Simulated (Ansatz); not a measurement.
**A computed series for Ti3Al: pressure series**

Consider Ti3Al (space group P6_3/mmc, No. 194; a = 5.747 Å, c = 4.632 Å).

Cell and atoms are relaxed at each pressure.

Computed with r2SCAN in Ansatz (plane waves to 500 eV, PAW, spin-orbit coupling left out), earlier PAW set.

Notes on the quantities. enthalpy: H = E + PV relative to the base's energy.

| variant | volume per atom | enthalpy |
|---|---|---|
| base | 16.56 Å³ | – |
| pressure −2 GPa | 16.85 Å³ | -0.21 eV/atom |
| pressure −1 GPa | 16.70 Å³ | -0.10 eV/atom |
| pressure 1.8 GPa | 16.33 Å³ | +0.18 eV/atom |
| pressure 4.2 GPa | 16.03 Å³ | +0.43 eV/atom |
| pressure 9 GPa | 15.50 Å³ | +0.90 eV/atom |
| pressure 18 GPa | 14.69 Å³ | +1.75 eV/atom |
| pressure 30 GPa | 13.83 Å³ | +2.81 eV/atom |
| pressure 45 GPa | 12.99 Å³ | +4.07 eV/atom |
| pressure 60 GPa | 12.32 Å³ | +5.25 eV/atom |

Load acts through the strain it causes; cell and atoms are relaxed under it. Whether these cells are dynamically stable was not tested. Competing high-pressure phases were not computed. The final runs are not spin-polarised.

Ansatz is a program for electronic structure.
